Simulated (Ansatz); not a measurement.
**HgS: isotropic strain +2.00 %**

Take HgS in the zinc blende structure (space group F-43m, No. 216; a = 5.8119 Å) as the base.

The change: the cell is scaled by 1.0200 in all directions, atoms relaxed at fixed cell.

Computed with LDA/PAW in Ansatz (a program for electronic structure), spin-orbit coupling left out. Γ-centred 10×10×10 mesh, Fermi–Dirac width 0.05 eV.

```tsv
quantity	base	changed	shift
volume per atom	24.54 Å³	26.04 Å³	+1.50 Å³
space group	F-43m (No. 216)	F-43m (No. 216)	–
shortest interatomic distance	2.517 Å	2.567 Å	+0.050 Å
energy relative to the base (free energy F)	0 meV/atom	+17 meV/atom	+17 meV/atom
pressure	0.0 GPa	-3.5 GPa	-3.5 GPa
band gap	zero	zero	–
```

A case with no gap was solved on a k-mesh chosen for an insulator, which is coarse for it. Spin-orbit coupling, missing from the scalar runs, can matter with Hg. Whether these cells are dynamically stable was not tested. All final runs are without spin polarisation. A zero or small gap of HgS can be the functional's error rather than a property of the material.
